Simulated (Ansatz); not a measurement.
Ta interstitial in beta Si3N4: one set of geometries, relaxed with PBE, evaluated in Ansatz (PAW, plane waves to 420 eV, 500 eV under r2SCAN) with PBE, r2SCAN.

Set-up: 84-site cell; 2×2×2 shifted k-points; start: void with 6N6Si nearest; charged states image-corrected; no spin–orbit coupling; corrections pass 1 eV, so highly charged states may be off by several tenths; relaxed from one start, so a lower configuration may exist; flagged in the runs: a doubtful potential alignment, a host whose relaxation on this sampling wasn't shown to rest, a strain field that reaches the edge of the cell.

```tsv
quantity	PBE	r2SCAN
host gap (eV)	4.25	4.90
ε(+2/+1) above the VBM (eV)	2.02	2.45
ε(+1/0) above the VBM (eV)	2.60	3.05
largest moment on one atom at charge +2 (μB)	1.29	1.35
largest moment on one atom at charge +1 (μB)	0.83	0.87
neutral formation energy against bcc Ta (eV)	6.86	6.90
largest moment on one atom at charge 0 (μB)	0.38	0.39
```

PBE narrows the gap by 0.65 eV against r2SCAN, the highest level run, and puts the levels 0.44 eV lower above the valence-band maximum on average.

Ansatz is a quantum-chemistry and plane-wave program.
